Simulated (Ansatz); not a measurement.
# Pressure series in Ga2O3

The parent structure is Ga$_{2}$O$_{3}$ in the corundum structure (space group R-3c, No. 167; a = 4.9845 Å, c = 13.4410 Å (hexagonal axes)).

Cell and atoms are relaxed at each pressure.

All numbers come from r2SCAN in Ansatz (plane waves to 500 eV, PAW, scalar-relativistic without spin-orbit coupling), earlier PAW set.

Candidates:
(a) pressure −1 GPa
(b) pressure 30 GPa
(c) pressure 75 GPa
(d) pressure 3 GPa

Base values:

```
Property   Result
--------  -------
Band gap  3.57 eV
```

Task: Order them by band gap, lowest first.

Result: (a) pressure −1 GPa (3.52 eV), (d) pressure 3 GPa (3.71 eV), (b) pressure 30 GPa (4.74 eV), (c) pressure 75 GPa (5.93 eV)

Load acts through the strain it causes; cell and atoms are relaxed under it. Whether these cells are dynamically stable was not tested. No other phases were tried under pressure.

Ansatz is a quantum-chemistry and plane-wave program.
